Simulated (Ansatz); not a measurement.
The parent structure is SiC (space group P6_3mc, No. 186).

```xyz
8
Lattice="3.0585 0.0000 0.0000 -1.5292 2.6487 0.0000 0.0000 0.0000 10.0120" Properties=species:S:1:pos:R:3 pbc="T T T"
Si     0.0000     0.0000     5.0091
Si     0.0000     0.0000     0.0031
Si     0.0000     1.7658     2.5055
Si     1.5292     0.8829     7.5115
C      0.0000     0.0000     3.1323
C      0.0000     0.0000     8.1383
C      0.0000     1.7658     0.6229
C      1.5292     0.8829     5.6289
```

Cartesian axes are those of the cell as printed.

Computed with Kohn–Sham DFT with the LDA functional, run in Ansatz (a first-principles code) with PAW and 420 eV plane waves, no SOC.

Before the change:

| Quantity | Result |
|---|---|
| Band gap | 2.18 eV |
| Smallest direct gap | 3.31 eV |
| Valence-band top at Γ | 0.00, 0.00, -0.05 eV |
| Pressure | 0.00 GPa |

The change: the cell is stretched by 3.00 % along z with no lateral relaxation; the atoms relax in the strained cell.

What does the calculation give for the energy relative to the base after the change?

The energy rises by 15 meV/atom.

Predict the new band gap.

The band gap drops by 0.198 eV, from 2.18 eV to 1.99 eV.

Estimate the effect on the smallest direct gap.

The smallest direct gap drops by 0.12 eV to 3.19 eV.

What does the calculation give for the valence-band top at Γ after the change?

The valence-band top at Γ (three highest levels, from the VBM) becomes 0.00, 0.00, -0.32 eV (base: 0.00, 0.00, -0.05 eV).

What does the calculation give for the pressure after the change?

The pressure (mean of the normal stresses, compression positive) goes from zero to -6.26 GPa.

Stability against distortions was not tested.
